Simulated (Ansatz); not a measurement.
An Ansatz (a first-principles code) run: AgCl with a change (isotropic strain −1.00 %); PBEsol (Ansatz; PAW; 420 eV plane waves; scalar-relativistic without spin-orbit coupling).

Input:

Ansatz 0.2 input:
```yaml
crystal:
  lattice:
    - [0, 2.6965040065, 2.6965040065]
    - [2.6965040065, 0, 2.6965040065]
    - [2.6965040065, 2.6965040065, 0]
  atoms:
    - { symbol: Ag, position: [0, 0, 0] }
    - { symbol: Cl, position: [0.5, 0.5, 0.5] }
basis: { ecutwfc: 420, ecutrho_ratio: 4, xc_grid: 2, fft_grid_basis: typed }
kpoints: { mp_grid: { grid: [10, 10, 10] } }
hamiltonian:
  xc: pbesol
  dispersion: none
  pseudopotentials: { kind: paw }
scf: { occupations: { method: fermi_dirac, width: 0.05 }, convergence: { dr2_threshold: 0.0000000002 } }
relax: { f_tol: 0.005, max_steps: 50 }
output: { forces: true, stress: true }
checkpoint: { write: state.ck, write_every: 1000 }
```

Output:

```
Relaxation: its limit of steps is 50 (relax.max_steps)
WARN ansatz: RAYON_NUM_THREADS=1 ignored (pool sized by the plan → 1); use --threads N
Pseudopotentials: kind: paw
Pseudopotential: Ag, paw, valence charge 19
Pseudopotential: Cl, paw, valence charge 7
Functional definition: PBEsol
Crystal: 2 atoms, lattice volume = 39.213 Å³
Basis set: ecut = 420 eV, 749 PW (Γ), exchange–correlation on 54×54×54 points (8 copies of the dense FFT grid, shifted against one another)
Bands: 17, of which v1, the nominal top of the filled ones, is band 13 counted from 1 (12 counted from 0)
Symmetry: 48 space group operations
Space group: Fm-3m (ITA 225), of the structure as read, at distance tolerance 3.4e-5 Å
k-points: 47 of 1000
PAW frozen core: Ag, regenerated for the run's functional, and the local potential with it
PAW frozen core: Cl, regenerated for the run's functional, and the local potential with it
Initial density: superposition of atomic densities (neutral atoms: chi_scale 0, normalization atom), corrected by the library's trained network
Initial wavefunctions: pseudopotential atomic-orbital guess
Eigensolver: davidson
Functional: x = pbesol(κ = 0.804, μ = 0.12345679012345678), c = pbesol(β = 0.046)
SCF iter   1: F=—  HF=-8583.806946 eV  |F-HF|=—  |Δ(HF+E_count)|=         —  Δρ=8.26e-3  dr2=2.79e-2  ethr=1.77e-3  ⟨swp⟩=5.8  Hψ=3892  notcnv=0
all-band conjugate gradients solve this SCF's bands
preconditioner: auto → none
SCF iter   2: F=—  HF=-8583.798766 eV  |F-HF|=—  |Δ(HF+E_count)|=   8.18e-3  Δρ=2.50e-3  dr2=1.22e-3  ethr=1.07e-4  ⟨swp⟩=2.1  Hψ=1743  notcnv=0
SCF iter   3: F=—  HF=-8583.798436 eV  |F-HF|=—  |Δ(HF+E_count)|=   3.30e-4  Δρ=9.54e-4  dr2=2.38e-4  ethr=4.71e-6  ⟨swp⟩=2.1  Hψ=1366  notcnv=0
SCF iter   4: F=—  HF=-8583.798388 eV  |F-HF|=—  |Δ(HF+E_count)|=   4.77e-5  Δρ=4.13e-4  dr2=3.25e-5  ethr=9.15e-7  ⟨swp⟩=2.0  Hψ=1036  notcnv=0
SCF iter   5: F=—  HF=-8583.798384 eV  |F-HF|=—  |Δ(HF+E_count)|=   4.29e-6  Δρ=6.68e-5  dr2=8.33e-7  ethr=1.25e-7  ⟨swp⟩=1.1  Hψ=826  notcnv=0
SCF iter   6: F=—  HF=-8583.798390 eV  |F-HF|=—  |Δ(HF+E_count)|=   6.61e-6  Δρ=7.72e-6  dr2=2.11e-8  ethr=3.21e-9  ⟨swp⟩=2.1  Hψ=1409  notcnv=0
SCF iter   7: F=—  HF=-8583.798390 eV  |F-HF|=—  |Δ(HF+E_count)|=   4.74e-9  Δρ=1.13e-6  dr2=2.30e-10  ethr=8.10e-11  ⟨swp⟩=2.0  Hψ=1100  notcnv=0
SCF iter   8: F=-8583.798390 eV  HF=-8583.798390 eV  |F-HF|=1.82e-12  |Δ(HF+E_count)|=  9.64e-11  Δρ=4.93e-8  dr2=2.62e-13  ethr=1.00e-12  ⟨swp⟩=4.0  Hψ=2598  notcnv=0
SCF 1 converged in 8 iterations: F = -8583.798390 eV  dr2 = 2.62e-13
relax step   1: F+E_penalty+E_count = -8583.79839030 eV  Δ(F+E_penalty+E_count) = +0.000e0 eV  max|allowed force component| = 5.160e-30 eV/Å  Δτ_max = 0.0000 Å  (8 SCF iters, accepted)
the relaxation is at rest under the 48 symmetry operations that the run kept from its start: a minimum is not shown …
SCF converged after 8 iterations
Free energy (F): -8583.798390 eV
Harris-Foulkes:  -8583.798390 eV  (|F-HF|=1.82e-12)
Internal energy: -8583.798384 eV  (E = F + TS)
E sigma→0 (E₀):  -8583.798387 eV
Entropy (-TS):   -0.000006 eV (-0.003 meV/atom)
Fermi energy:    9.932795 eV
--- Per-component energies (eV) ---
  E_band       = -332.035857
  E_kinetic    = 689.747645
  E_local      = -3080.302323  (includes V_loc(G=0)·N_el)
  E_nonlocal   = 115.591895
  E_hartree    = 1355.106155
  E_xc         = -287.998400
  E_vxc        = -353.566900  (∫ρ·V_xc dr)
  E_paw        = -4479.782445  (= ΣΔE_a)
  E_vpaw       = -413.718896  (= ΣTr[D̂ρ^β])
  E_aug_tail   = 0.000398  (compensation charges beyond the density's cutoff)
  E_ewald      = -2896.562481
  E_core_change = 0.401171  (= ΣΔE_core)
  E_smearing   = -0.000006  (= −TS)
  E_closure    = -0.000000  (closes the sum)
  Σ components = -8583.798390   (vs F -8583.798390, Δ=0.00e0)
  [band-id]    e_kinetic+e_local+e_nonlocal+2·e_hartree+e_vxc+e_vpaw+e_augmentation_tail = -332.035870   (vs E_band -332.035857, Δ=-1.35e-5)
--- Forces (eV/Å), atoms counted from 1 ---
  atom   1  Ag    -0.00000000     0.00000000    -0.00000000
  atom   2  Cl     0.00000000    -0.00000000    -0.00000000
  max |Σ_I F_I| component: 5.46e-30 eV/Å
--- Stress (GPa, compression-positive) ---
        1.847904       0.000000       0.000000
        0.000000       1.847904      -0.000000
        0.000000       0.000000       1.847904
  P = ⅓ Tr σ = 1.8479 GPa (18.479 kbar)
  The stress holds the Pulay correction. Without it, at fixed plane waves, as pw.x and ABINIT print it: P = 1.8221 GPa
  The stress includes an estimate of the error left by incomplete SCF convergence (largest component 0.0000 GPa).
--- Band table ---
  band table: none
--- Relaxed structure (1 steps of the walk, 1 accepted, 0 SCFs on fresh bases) ---
  F+E_penalty+E_count = -8583.79839030 eV   max|allowed force component| = 5.160e-30 eV/Å
  atoms:
    - { symbol: Ag, position: [0.0, 0.0, 0.0] }
    - { symbol: Cl, position: [0.5, 0.5, 0.5] }
```

No phonon test of stability was made. The cell was made from AgCl in the rock salt structure (space group Fm-3m, No. 225) by this change: isotropic strain −1.00 %.
